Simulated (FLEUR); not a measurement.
A self-consistent single point of ZnCu3 (P1, 4 atoms in the cell) with FLEUR.

Level of theory: LDA (Perdew-Zunger), all-electron FLAPW (FLEUR), scalar-relativistic valence.

The change in words: atoms moved at random. Reference geometry:
```yaml
crystal:
  lattice:
    - [2.56146, 0.00000, 0.00000]
    - [-1.28073, 2.21829, 0.00000]
    - [0.00000, 0.00000, 8.39759]
  atoms:
    - { symbol: Zn, position: [0.66667, 0.33333, 0.00000] }
    - { symbol: Cu, position: [0.66667, 0.33333, 0.50000] }
    - { symbol: Cu, position: [0.33333, 0.66667, 0.25407] }
    - { symbol: Cu, position: [0.33333, 0.66667, 0.74593] }
```

Reference input (self-consistent single point, DFT, LDA (Perdew-Zunger), all-electron FLAPW (FLEUR), scalar-relativistic valence): Kmax = 3.5 1/bohr; GmaxXC = 14 1/bohr; xcFunctional = pz; jspins = 1; l_soc = F; mode = gauss; fermiSmearingEnergy = 0.00367493 Htr; mesh (inpgen div1-3) = 12 12 3; inpgen gamma flag = true; Gmax = 14 1/bohr; numbands = 0; maxIterBroyd = 99. This run's input differs from it in these lines:

```diff
@@ -10,6 +10,6 @@
 4
-30 0.6666666667 0.3333333333 -0.0000000000
-29 0.6666666667 0.3333333333 0.5000000000
-29 0.3333333333 0.6666666667 0.2540700000
-29 0.3333333333 0.6666666667 0.7459300000
+30 0.6815260000 0.3438410000 0.0095150000
+29 0.6588470000 0.3302360000 0.4963220000
+29 0.3147960000 0.6581290000 0.2466590000
+29 0.3448310000 0.6677930000 0.7475040000
 
@@ -77,3 +77,3 @@
       <atomGroup species="Zinc (Zn)">
-         <relPos label="                   1">-1.000/3.000 1.000/3.000 .0000000000</relPos>
+         <relPos label="                   1">-.3184740000 .3438410000 .0095150000</relPos>
          <force calculate="T" relaxXYZ="TTT"/>
@@ -81,3 +81,3 @@
       <atomGroup species="Copper (Cu)">
-         <relPos label="                   2">-1.000/3.000 1.000/3.000 1.000/2.000</relPos>
+         <relPos label="                   2">-.3411530000 .3302360000 .4963220000</relPos>
          <force calculate="T" relaxXYZ="TTT"/>
@@ -85,4 +85,7 @@
       <atomGroup species="Copper (Cu)">
-         <relPos label="                   3">1.000/3.000 -1.000/3.000 .2540700000</relPos>
-         <relPos label="                   4">1.000/3.000 -1.000/3.000 -.2540700000</relPos>
+         <relPos label="                   3">.3147960000 -.3418710000 .2466590000</relPos>
+         <force calculate="T" relaxXYZ="TTT"/>
+      </atomGroup>
+      <atomGroup species="Copper (Cu)">
+         <relPos label="                   4">.3448310000 -.3322070000 -.2524960000</relPos>
          <force calculate="T" relaxXYZ="TTT"/>
```

The program printed (abridged):

```
 Iteration:     1   Distance:      35.12830947 me/bohr^3
 Iteration:     2   Distance:      24.45991085 me/bohr^3
 Iteration:     3   Distance:       8.68039896 me/bohr^3
 Iteration:     4   Distance:       7.44943784 me/bohr^3
 Iteration:     5   Distance:       5.45132481 me/bohr^3
   [... 15 lines left out ...]
 Iteration:    21   Distance:       0.00021038 me/bohr^3
 Iteration:    22   Distance:       0.00011607 me/bohr^3
 Iteration:    23   Distance:       0.00002202 me/bohr^3
 Iteration:    24   Distance:       0.00000108 me/bohr^3
 Reset of history
 Run finished successfully
 Stop message:
   Structural relaxation: new displacements generated

[file out, last iteration]
             iter=     25
[...]
          total density-effective poten   -1.0724620484E+04
          total charge density-energy d   -2.6410587669E+02
 Updated energy parameters for spin:           1
[...]
 fermi energy and band-weighting factors:
    1.103297    1.111062    1.144733

[...]
FERMIE:
          first approx. to ef    (T=0)  :   0.307890 htr   (energy of the highest occ. eigenvalue)
          number of occ. states  (T=0)  :       4907
          first approx. to seigv (T=0)  :   6.761097 htr
          sum of weights of occ. states :  22.502315
          sum of semicore charge        :   0.000000 e
          fermi energy=   0.30581 har   work function=  -8.32155 ev
   [... lines left out ...]
     k-point=   96
      0.000 0.000 0.000
     k-point=   97
      0.000 0.000 0.000
     k-point=   98
      0.000 0.000 0.000
     k-point=   99
      0.000 0.000 0.000
     k-point=  100
      0.000 0.000 0.000
     k-point=  101
      0.000 0.000 0.000
     k-point=  102
      0.000 0.000 0.000
     k-point=  103
      0.000 0.000 0.000
     k-point=  104
      0.000 0.000 0.000
     k-point=  105
      0.005 0.005 0.005 0
```

The run converged in 24 iterations. FLEUR gives forces in its relaxation mode, with a further iteration, so its stop message speaks of a relaxation. Against the reference run the total energy rises by 14.0 meV/atom and the largest force goes from 0.077 to 0.747 eV/Å.

The starting cell comes from a database of computed structures (which also holds hypothetical and non-ambient phases and stackings), without a prior relaxation at this level. For this run, on top of that: atoms moved at random. Spin polarisation is off. Values depend on the basis (sphere radii, cutoffs, local orbitals), which need not be converged.

Cost on one core of a shared machine: roughly 20 min.
